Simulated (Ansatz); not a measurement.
# BaHfO3, response to strain

The reference is BaHfO3 in the cubic perovskite structure (space group Pm-3m, No. 221; a = 4.206 Å).

Strains are applied to the cell and any free atomic positions relax.

Computed with plane-wave PAW DFT at the PBE level (Ansatz, an electronic-structure program, 420 eV), no spin-orbit coupling.

Notes on the quantities. energy relative to the base: free energy F.

```json
[
 {"isotropic strain (%)": "-3", "energy relative to the base (meV/atom)": "64.7"},
 {"isotropic strain (%)": "-2.4", "energy relative to the base (meV/atom)": "40.6"},
 {"isotropic strain (%)": "-1.8", "energy relative to the base (meV/atom)": "?"},
 {"isotropic strain (%)": "-1.2", "energy relative to the base (meV/atom)": "9.7"},
 {"isotropic strain (%)": "0", "energy relative to the base (meV/atom)": "0.0"}
]
```

Fit ΔE = Aε² + Bε³ (ε in %) to the rows shown and predict the withheld row.

Least squares on the printed values gives A = 6.47 and B = -0.24 meV/atom (largest residual 0.0 meV/atom); this predicts 22.4 meV/atom, and the run gives 22.4 meV/atom, in agreement.

Whether these cells are dynamically stable was not tested.
